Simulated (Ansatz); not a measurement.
Substrate model: Si(111) 1x1 surface, 6 top atoms, 3 bilayers, bottom bilayer H-capped and fixed, every top atom capped by H; cell 11.5 x 6.6 Å; two neighbouring H replaced by OH; about 7 Å thick over the host's atoms, 18 atoms held. These are PBE-D3(BJ) (plane waves to 420 eV, PAW; Ansatz, a first-principles code) values and carry that method's errors. Sampling: 1x2x1 k points. The slab states were run without spin polarisation. Results hold for this slab, coverage and mesh. No zero-point or entropy terms are included. Each state was relaxed from one prepared geometry.

One AlH3 a cell is brought to Si(111):H with two OH. Relaxed result near the molecule:

```csv
atom,x (Å),y (Å),z (Å)
Si(16),5.654,3.343,9.448
Si(30),7.669,6.714,9.573
Si(31),9.610,3.318,9.571
Si(33),7.657,4.453,8.939
H(44),7.661,6.867,11.062
H(45),9.734,3.248,11.062
O(46),5.250,3.327,11.143
H(47),4.273,3.344,11.316
Al(a0),6.525,3.745,12.552
H(a1),5.713,4.799,13.442
H(a2),6.973,2.331,13.155
H(a3),7.597,4.363,11.487
```

### Question
What is the adsorption energy against the free AlH3 and the slab before, and how much of it is dispersion?

### Answer
-1.13 eV (negative: bound); the D3 term gives -0.31 eV of it. Bonds to the surface: O(46)-Al(a0) 1.95 Å.

Here AlH3 is the monomer.
